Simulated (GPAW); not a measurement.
```
CELL_PARAMETERS angstrom
     -3.32507     3.32507     2.68565
      3.32507    -3.32507     2.68565
      3.32507     3.32507    -2.68565
ATOMIC_POSITIONS crystal
  Y  0.00000 0.00000 0.00000
  Ti 0.75000 0.25000 0.50000
  Ti 0.25000 0.75000 0.50000
  Ga 0.30349 0.69651 0.00000
  Ga 0.69651 0.30349 0.00000
  Ga 0.69651 0.69651 0.39302
  Ga 0.30349 0.30349 0.60698
```

Level of theory: PBEsol, GPAW PAW datasets PBEsol (made by gpaw-setup) (plane waves; GPAW).

The set-up and first iterations of a GPAW log for YTi₂Ga₄ (I4/mmm, 7 atoms in the cell):

```
Input parameters:
  convergence: {density: 1e-05}
  kpts: [5 5 5]
  maxiter: 120
  mode: {ecut: 850,
         name: pw}
  nbands: -13
  occupations: {name: methfessel-paxton,
                order: 0,
                width: 0.136}
  symmetry: {symmorphic: False,
             tolerance: 0.0005}
  xc: PBEsol

species:
  Y:
    name: Yttrium
    Z: 39.0
    valence: 11
    core: 28
    charge: 0.0
    file: Y.PBEsol.gz

    # Using partial waves for Y as LCAO basis

  Ti:
    name: Titanium
    Z: 22.0
    valence: 12
    core: 10
    charge: 0.0
    file: Ti.PBEsol.gz

    # Using partial waves for Ti as LCAO basis

  Ga:
    name: Gallium
    Z: 31.0
    valence: 3
    core: 28
    charge: 0.0
    file: Ga.PBEsol.gz

    # Using partial waves for Ga as LCAO basis

Reference energy: -349810.675592  # eV

Spin-paired calculation

Convergence criteria:
 Maximum [total energy] change in last 3 cyles: 0.0005 eV / valence electron
   [... lines left out ...]

Hamiltonian:
  XC and Coulomb potentials evaluated on a 80*80*80 grid
  External potential:
    NoExternalPotential

XC parameters: PBEsol with 2 nearest neighbor stencil

Number of atoms: 7
Number of atomic orbitals: 55
Number of bands in calculation: 36
Number of valence electrons: 47
Bands to converge: occupied

Density initialized from atomic densities
  36 bands from LCAO basis set

Atomic positions and initial magnetic moments

Positions:
   0 Y      0.000000    0.000000    0.000000    ( 0.0000,  0.0000,  0.0000)
   1 Ti    -0.000000    3.325066    1.342823    ( 0.0000,  0.0000,  0.0000)
   2 Ti     3.325066    0.000000    1.342823    ( 0.0000,  0.0000,  0.0000)
   3 Ga     1.306817   -1.306817    2.685647    ( 0.0000,  0.0000,  0.0000)
   4 Ga    -1.306817    1.306817    2.685647    ( 0.0000,  0.0000,  0.0000)
   5 Ga     1.306817    1.306817    2.685647    ( 0.0000,  0.0000,  0.0000)
   6 Ga     2.018249    2.018249   -0.000000    ( 0.0000,  0.0000,  0.0000)

Unit cell:
           periodic     x           y           z      points  spacing
  1. axis:    yes   -3.325066    3.325066    2.685647    40     0.1045
  2. axis:    yes    3.325066   -3.325066    2.685647    40     0.1045
  3. axis:    yes    3.325066    3.325066   -2.685647    40     0.1176

  Lengths:   5.415240   5.415240   5.415240
  Angles:  104.238504 104.238504 120.536182

Effective grid spacing dv^(1/3) = 0.1229
     iter     time        total  log10-change:
                         energy   eigst   dens
iter:   1 --:--:--   -37.856501
iter:   2 --:--:--   -37.673568   -1.21  -1.14
iter:   3 --:--:--   -37.183646   -1.22  -1.17
iter:   4 --:--:--   -37.007008   -1.88  -1.38
iter:   5 --:--:--   -37.150114   -1.16  -1.50
iter:   6 --:--:--   -37.052798   -2.78  -1.74
iter:   7 --:--:--   -36.985646   -1.64  -1.89
iter:   8 --:--:--   -36.975302   -3.34  -2.29
iter:   9 --:--:--   -36.975070c  -4.19  -2.54
iter:  10 --:--:--   -36.974365c  -3.75  -2.59
iter:  11 --:--:--   -36.974345c  -4.30  -3.17
iter:  12 --:--:--   -36.974283c  -5.47  -3.05
iter:  13 --:--:--   -36.974052c  -4.33  -3.05
```

### Question
How does the run end?

### Answer
The run converged in 27 iterations. Convergence of the loop says nothing yet on basis, mesh or lower states. It ends on: free energy E − TS (from the program's reference atoms) -37.0004 eV; Fermi level (on the code's own zero) 8.29 eV; pressure 1.88 GPa; largest force (vector length) 0.069 eV/Å. The log goes on:

```
   [... 2 lines left out ...]
iter:  16 --:--:--   -36.974073c  -4.94  -3.69
iter:  17 --:--:--   -36.974071c  -5.79  -3.84
iter:  18 --:--:--   -36.974022c  -5.63  -3.84
iter:  19 --:--:--   -36.974037c  -6.12  -4.02
iter:  20 --:--:--   -36.974044c  -7.42c -4.25
iter:  21 --:--:--   -36.974034c  -7.58c -4.34
iter:  22 --:--:--   -36.974035c  -8.33c -4.77
iter:  23 --:--:--   -36.974035c  -8.33c -4.81
iter:  24 --:--:--   -36.974035c  -8.70c -4.88
iter:  25 --:--:--   -36.974035c  -9.47c -4.94
iter:  26 --:--:--   -36.974032c  -8.35c -4.98
iter:  27 --:--:--   -36.974032c  -8.81c -5.52c
Converged after 27 iterations.

Dipole moment: (-0.000000, 0.000000, -0.000000) |e|*Ang

Energy contributions relative to reference atoms: (reference = -349810.675592)

Kinetic:        +85.219619
Potential:      -69.569952
External:        +0.000000
XC:             -52.359116
Entropy (-ST):   -0.052813
Local:           -0.238177
SIC:             +0.000000
--------------------------
Free energy:    -37.000438
Extrapolated:   -36.974032

Showing only first 2 kpts
 Kpt  Band  Eigenvalues  Occupancy
  0    21      6.90237    2.00000
  0    22      7.51972    2.00000
  0    23      8.07006    1.97858
  0    24      8.24790    1.34816

  1    21      7.03930    2.00000
  1    22      7.57476    2.00000
  1    23      8.01196    1.99632
  1    24      8.28804    1.02702

Fermi level: 8.29129

No gap
No difference between direct/indirect transitions
Energy (eV): -36.974032

Forces in eV/Ang:
  0 Y     0.00000    0.00000   -0.00000
  1 Ti   -0.00000    0.00000    0.00000
  2 Ti    0.00000    0.00000    0.00000
  3 Ga    0.04899   -0.04899   -0.00000
  4 Ga   -0.04899    0.04899    0.00000
  5 Ga    0.04899    0.04899    0.00000
  6 Ga   -0.04899   -0.04899    0.00000

Stress tensor:
    -0.013415    -0.000000     0.000000
    -0.000000    -0.013415    -0.000000
     0.000000    -0.000000    -0.008292
Stress (GPa, Voigt): [-2.1493 -2.1493 -1.3284 -0.      0.     -0.    ]
```

For comparison: a first run was changed to give this one (lattice scaled by 0.98), and from it to this one the free energy goes down by 8.6 meV/atom, the pressure goes from -4.27 to 1.88 GPa and the largest force goes from 0.107 to 0.069 eV/Å.

The starting cell comes from a database of computed structures (which also holds hypothetical and non-ambient phases and stackings), without a prior relaxation at this level. Its lattice was rescaled by a random factor within 2.5 % of one. For this run, on top of that: lattice scaled by 0.98. Spin polarisation is off.

The run was DFT PBEsol, plane waves, GPAW PAW datasets PBEsol (made by gpaw-setup). Main settings of its input:

* **mode**: pw
* **ecut**: 850 eV
* **xc**: PBEsol
* **kpts**: 5 5 5
* **mesh shift (steps)**: 0 0 0
* **occupations.name**: methfessel-paxton
* **occupations.width**: 0.136 eV
* **occupations.order**: 0
* **nbands**: -13
* **convergence.density**: 1e-05 e/electron
* **symmetry.symmorphic**: false
* **symmetry.tolerance**: 0.0005
